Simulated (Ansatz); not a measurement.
Electronic density of states of amorphous Si$_{24}$O$_{48}$Mo, density 2.31 g/cm³, on a 2×2×2 Γ-centred mesh with a Gaussian width of 0.1 eV; energies count from the Fermi level, whose place inside the gap is arbitrary. Cell and mesh are small, so fine structure isn't converged. Level of theory: PBE, scalar-relativistic without spin-orbit coupling (plane waves to 420 eV, PAW; Ansatz, a quantum-chemistry and plane-wave program). Sampling: a 2×2×2 Γ-centred mesh; Fermi-Dirac width 0.01 eV; collinear spin, started from moments on atoms (at the end a net moment of 2.0 μB). The usual formal charges leave 6 electrons over, so the level spacing at the Fermi energy parts defect or band states and needn't be the band gap. In the spin-polarised cell the level spacing at the Fermi energy can part levels of unlike spin. At PBE the levels at both edges of the gap are localised (band-tail or defect states), and the nearest spread-out levels lie 5.3 eV apart at the zone centre.

Preparation: random packing, a CHGNet melt and quench, and a DFT relaxation. O atoms were pushed apart under 1.9 Å during the dynamics, to hinder bonds among them. The hot cell started wider than the set density and was brought back towards it in steps. It is the lowest in DFT energy of 2 quenches. It is a model cell: composition and starting density were chosen by hand, and all elements were melted together. No dispersion term was used. Its density started from a set value of 2.31 and ended at 2.31 g/cm³. The quench (nominally 480 K/ps over its main leg) was far faster than any real one, so the model tends to hold more defects than a real film. One small periodic cell is one sample of the glass; other quenches scatter about these values. The volume was held where the preparation left it and the shape relaxed, at a PBE pressure of 0.2 GPa. Cycles of charging lowered its energy after that relaxation.

```
E - EF (eV)  states/(eV atom)
-----------  ----------------
-12.00                   0.03
-11.90                   0.10
-11.80                   0.15
-11.70                   0.14
-11.60                   0.12
-11.50                   0.13
-11.40                   0.18
-11.30                   0.17
-11.20                   0.13
-11.10                   0.16
-11.00                   0.18
-10.90                   0.19
-10.80                   0.21
-10.70                   0.22
-10.60                   0.20
-10.50                   0.17
-10.40                   0.19
-10.30                   0.18
-10.20                   0.17
-10.10                   0.22
-10.00                   0.22
-9.90                    0.22
-9.80                    0.18
-9.70                    0.21
-9.60                    0.24
-9.50                    0.20
-9.40                    0.14
-9.30                    0.14
-9.20                    0.20
-9.10                    0.22
-9.00                    0.21
-8.90                    0.22
-8.80                    0.24
-8.70                    0.21
-8.60                    0.24
-8.50                    0.28
-8.40                    0.38
-8.30                    0.48
-8.20                    0.49
-8.10                    0.54
-8.00                    0.55
-7.90                    0.46
-7.80                    0.46
-7.70                    0.63
-7.60                    0.66
-7.50                    0.51
-7.40                    0.31
-7.30                    0.28
-7.20                    0.37
-7.10                    0.36
-7.00                    0.29
-6.90                    0.36
-6.80                    0.31
-6.70                    0.17
-6.60                    0.15
-6.50                    0.26
-6.40                    0.30
-6.30                    0.36
-6.20                    0.39
-6.10                    0.40
-6.00                    0.54
-5.90                    0.57
-5.80                    0.48
-5.70                    0.52
-5.60                    0.59
-5.50                    0.65
-5.40                    0.71
-5.30                    0.77
-5.20                    0.77
-5.10                    0.74
-5.00                    0.71
-4.90                    0.73
-4.80                    0.79
-4.70                    0.86
-4.60                    0.85
-4.50                    0.85
-4.40                    0.84
-4.30                    0.89
-4.20                    1.02
-4.10                    0.97
-4.00                    0.80
-3.90                    0.72
-3.80                    0.71
-3.70                    0.75
-3.60                    0.79
-3.50                    0.83
-3.40                    0.79
-3.30                    0.68
-3.20                    0.59
-3.10                    0.49
-3.00                    0.31
-2.90                    0.19
-2.80                    0.17
-2.70                    0.32
-2.60                    0.28
-2.50                    0.08
-2.40                    0.00
-2.30                    0.00
-2.20                    0.00
-2.10                    0.00
-2.00                    0.00
-1.90                    0.04
-1.80                    0.07
-1.70                    0.02
-1.60                    0.01
-1.50                    0.05
-1.40                    0.06
-1.30                    0.02
-1.20                    0.00
-1.10                    0.05
-1.00                    0.18
-0.90                    0.17
-0.80                    0.10
-0.70                    0.04
-0.60                    0.00
-0.50                    0.00
-0.40                    0.00
-0.30                    0.00
-0.20                    0.00
-0.10                    0.00
0.00                     0.00
0.10                     0.00
0.20                     0.00
0.30                     0.00
0.40                     0.00
0.50                     0.00
0.60                     0.00
0.70                     0.05
0.80                     0.13
0.90                     0.12
1.00                     0.08
1.10                     0.04
1.20                     0.05
1.30                     0.07
1.40                     0.05
1.50                     0.07
1.60                     0.04
1.70                     0.02
1.80                     0.06
1.90                     0.05
2.00                     0.01
2.10                     0.00
2.20                     0.01
2.30                     0.05
2.40                     0.07
2.50                     0.04
2.60                     0.07
2.70                     0.07
2.80                     0.04
2.90                     0.05
3.00                     0.06
3.10                     0.05
3.20                     0.05
3.30                     0.07
3.40                     0.09
3.50                     0.07
3.60                     0.09
3.70                     0.11
3.80                     0.15
3.90                     0.18
4.00                     0.16
4.10                     0.11
4.20                     0.13
4.30                     0.14
4.40                     0.13
4.50                     0.17
4.60                     0.23
4.70                     0.21
4.80                     0.20
4.90                     0.17
5.00                     0.17
5.10                     0.23
5.20                     0.29
5.30                     0.32
5.40                     0.33
5.50                     0.36
5.60                     0.38
5.70                     0.39
5.80                     0.45
5.90                     0.52
6.00                     0.52
6.10                     0.51
```

The level spacing at the Fermi energy on this mesh is 1.57 eV; the broadening fills part of it in the curve.
